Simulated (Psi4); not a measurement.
Psi4 1.11, B3LYP/def2-svp: Ge(H)2 ([GeH2]), 3 atoms. The geometry is a generated start, not checked to be a minimum at this level.

- task: energy
- method: b3lyp
- basis: def2-svp
- memory: 3 GB
- maxiter: 100
- keys of the molecule block: symmetry c1
- scf_type: df (default)
- e_convergence: 1e-06 (default)
- d_convergence: 1e-06 (default)
- dft_radial_points: 75 (default)
- dft_spherical_points: 302 (default)
- basis functions: 42
- grid points: 65186

```xyz
3

Ge     0.0733    -0.0032     0.7773
H     -0.0442    -1.0982    -0.3912
H     -0.0291     1.1014    -0.3862
```

With the defaults (diis = true, scf_initial_accelerator = adiis, damping_percentage = 0, guess = auto, which took SAD, level_shift = 0, level_shift_cutoff = 0.01, soscf = false, soscf_start_convergence = 0.01, diis_max_vecs = 10) it converges in 8 SCF iterations. One run each on 2 threads, with these changes:
- guess = huckel
- soscf = true, soscf_start_convergence = 0.1
- diis_max_vecs = 6
- diis = false, scf_initial_accelerator = none, damping_percentage = 60
- guess = sap
- soscf = true, soscf_start_convergence = 0.001
- level_shift = 0.5, level_shift_cutoff = 0.001
- guess = sapgau
- guess = sadno

Q: Name the settings that don't reach the solution of the defaults.

A: No convergence: diis = false, scf_initial_accelerator = none, damping_percentage = 60 (the run ends without SCF convergence in 100 iterations). The rest reach the solution of the defaults.

| setting | SCF iterations | JK calls | end |
|---|---|---|---|
| soscf = true, soscf_start_convergence = 0.1 | 6 | 16 | same solution |
| guess = sap | 7 | 7 | same solution |
| guess = sapgau | 7 | 7 | same solution |
| guess = huckel | 7 | 18 | same solution |
| soscf = true, soscf_start_convergence = 0.001 | 7 | 13 | same solution |
| the defaults | 8 | 9 | same solution |
| guess = sadno | 8 | 8 | same solution |
| level_shift = 0.5, level_shift_cutoff = 0.001 | 8 | 9 | same solution |
| diis_max_vecs = 6 | 8 | 9 | same solution |
| diis = false, scf_initial_accelerator = none, damping_percentage = 60 | 100 | 101 | no convergence |

An SOSCF iteration holds several JK calls; a Hückel guess adds calls on atoms.
